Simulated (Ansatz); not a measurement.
Band edges of wurtzite ZnO (P6_3mc) under uniaxial stress along c

Cell and atoms are relaxed with PBEsol to each stress (compression positive); bands and masses by r2SCAN with spin-orbit coupling, rigid bands (plane waves, PAW; Ansatz, a first-principles code). Strains are changes of length against the unloaded cell.

```xyz
4
Lattice="3.2299 0.0000 0.0000 -1.6150 2.7972 0.0000 0.0000 0.0000 5.2147" Properties=species:S:1:pos:R:3 pbc="T T T"
Zn     0.0000     1.8648    -0.0102
Zn     1.6150     0.9324     2.5972
O      0.0000     1.8648     1.9657
O      1.6150     0.9324     4.5730
```

```tsv
stress (GPa)	strain c (%)	strain basal x (%)	gap (eV)	mₑ* c	mₑ* basal x	mₕ* c	mₕ* basal x
-8.80	5.35	-1.71	1.077	0.178	0.20	2.7	1.91
-4.40	2.83	-0.93	1.155	0.190	0.21	2.7	1.89
-2.20	1.47	-0.49	1.189	0.196	0.21	2.7	1.86
0	0	0	1.220	0.20	0.21	2.8	1.81
2.20	-1.63	0.55	1.252	0.21	0.21	2.9	1.72
```

c is the direction of the load; basal y strains as basal x. Masses are conductivity masses at 300 K in electron masses.

Task: From the two loads next to zero, find the Young modulus and the ratio of transverse to axial strain.

Result: Between -2.20 and 2.20 GPa the strain along c changes by -3.10 % and that along basal x by 1.04 %. The modulus is 4.40/0.0310 = 142 GPa and the ratio of the strains 0.34 (PBEsol, atoms relaxed).

Task: Is the response still linear at the largest tension?

Result: The modulus predicts 6.20 % at -8.80 GPa; the table has 5.35 %, so the crystal is stiffer there.

Task: How fast does the gap move on either side of zero load?

Result: Under tension, (1.155 − 1.220) eV over -4.40 GPa = 15 meV/GPa, or about -2.3 eV per unit strain; under compression, (1.252 − 1.220) eV over 2.20 GPa = 15 meV/GPa, or about -2.0 eV per unit strain. The two slopes part by 0 meV/GPa; gaps are resolved to about 0.01 eV, which allows 7 meV/GPa, so these rows don't tell them apart.

Masses are those of dilute carriers in rigid bands with one relaxation time, without polarons. Third decimals of gaps are kept for the arithmetic. Every relaxation keeps the wurtzite phase (space group P6_3mc under this load), so a transition, a distortion that breaks the symmetry or fracture can't show.
